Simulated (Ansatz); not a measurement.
Take HfO2 in the fluorite structure (space group Fm-3m, No. 225; a = 5.044 Å) as the base. Axes: x, y, z lie along the cube axes.

Level of theory: PBEsol/PAW in Ansatz (a first-principles code), spin-orbit coupling left out.

Before the change:

```
Quantity     Value
--------  --------
Pressure  0.0 kbar
```

The change: biaxial strain −3.00 %, plane normal [001], relaxed out of plane (Cartesian); in-plane vectors clamped, the third vector and the atoms free.

Q: What happens to the energy relative to the base?

A: The energy increases by 41 meV/atom.

Q: Predict the new ratio −ε⊥/ε∥.

A: The ratio −ε⊥/ε∥ is 0.42.

Q: Predict the new pressure.

A: The pressure (mean of the normal stresses, compression positive) goes from zero to 142.8 kbar.

Whether these cells are dynamically stable was not tested. This is not the structure that HfO2 has at room temperature and ambient pressure.
